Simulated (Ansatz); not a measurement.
Base system: BN in the h-BN type structure (space group P6_3/mmc, No. 194; a = 2.500 Å, c = 6.525 Å; layered, stacked along the Cartesian z axis). Axes: x lies along a and z along c of the hexagonal cell.

Structures relaxed with r2SCAN+rVV10 in Ansatz (plane waves to 500 eV, PAW, scalar-relativistic without spin-orbit coupling), earlier PAW set.

Base:

Simulated powder pattern, Mo Kα, λ = 0.71073 Å (kinematic, ideal powder, no thermal factors, no anomalous dispersion; the 10 strongest lines at most, above 2 %, up to 2θ = 40°):

```tsv
2θ (°)	I/Imax (%)	hkl
12.51	100	(002)
18.90	18	(100)
19.92	6.0	(101)
22.72	18	(102)
25.16	8.3	(004)
31.66	5.2	(104)
33.04	8.9	(110)
35.45	14	(112)
```

After one change:

Simulated powder pattern, Mo Kα, λ = 0.71073 Å (kinematic, ideal powder, no thermal factors, no anomalous dispersion; the 10 strongest lines at most, above 2 %, up to 2θ = 40°):

```
2θ (°)  I/Imax (%)
------  ----------
12.51          100
18.90           18
22.34          3.3
22.53          6.4
22.92          6.0
25.18          8.3
33.05          8.9
35.08          4.8
35.45          4.6
35.86          4.4
```

Question: Name the change that was made.
(A) uniaxial strain ε_xx = −0.88 %
(B) strain tensor (xx, yy, zz, yz, xz, xy) = (+0.44, +0.73, −2.27, −0.31, +0.60, −0.15) %
(C) tensor shear ε_yz = +1.84 %
(D) uniaxial stress, 8 GPa compression along x

Answer: C, tensor shear ε_yz = +1.84 %. Its volume per atom is 8.83 Å³ against 8.83 Å³, and its space group is C2/m (No. 12).

Stability under load was not tested beyond the relaxation.

Ansatz is an electronic-structure program.
